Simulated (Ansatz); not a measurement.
The starting structures come from a database of crystals and need not be the phases stable at ambient conditions.

 Where the default PAW files enter, the runs use the earlier of Ansatz's two default sets.

Evanescent states of CdI2 (P-3m1, CdI2 type, not sure to be the ambient phase, 3 atoms a cell, 35.5 Å³ an atom) along the normal of (100)

Calculation: PBEsol (plane waves, PAW; Ansatz, an electronic-structure program).

The gap is the functional's own, uncorrected, and κ follows it; spin-orbit coupling is left out. Mid-gap values are interpolated between the computed energies.

Energies count from the valence-band top; κ is the least over a 8×6 mesh across the current.

```tsv
E (eV)	κ (1/Å)	where
0.06	0.071	off Γ
0.18	0.111	off Γ
0.30	0.138	off Γ
0.42	0.159	off Γ
0.54	0.175	off Γ
0.66	0.186	off Γ
0.78	0.188	Γ
0.90	0.186	Γ
1.02	0.184	Γ
1.14	0.182	Γ
1.26	0.178	Γ
1.38	0.173	Γ
1.50	0.167	Γ
1.62	0.159	Γ
1.74	0.149	Γ
1.86	0.136	Γ
1.98	0.120	Γ
2.10	0.098	Γ
```

Problem. How thick must the barrier be to attenuate the transmission by 10^6 when the electrodes' Fermi level lies at 0.78 eV, and what attenuation does that film give at 0.66 eV?

Solution. d = 6 ln 10 / (2 × 0.188) = 36.7 Å. At 0.66 eV it gives 6 × 0.186/0.188 = 5.9 decades.
